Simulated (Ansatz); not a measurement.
## BAs, element substitutions

The parent structure is BAs in the zinc blende structure (space group F-43m, No. 216; a = 4.784 Å).

Each row replaces one element on all its sites; cell and atoms are relaxed.

Level of theory: DFT with r2SCAN, PAW potentials and a 500 eV plane-wave cutoff in Ansatz (an electronic-structure program), scalar-relativistic without spin-orbit coupling.

Before the change:

- Band gap = 1.38 eV

Problem. The aim is a band gap between 1.02 eV and 1.13 eV. Which of these changes reaches it?
A) As → N
B) As → Br
C) B → Ga

Solution. B, As → Br. It gives 1.07 eV; B → Ga gives 0.96 eV; As → N gives 5.00 eV. Changes not listed may reach it too

Stability against distortions was not tested. As relaxed here, BBr is a hypothetical phase, not in the database extracts checked.
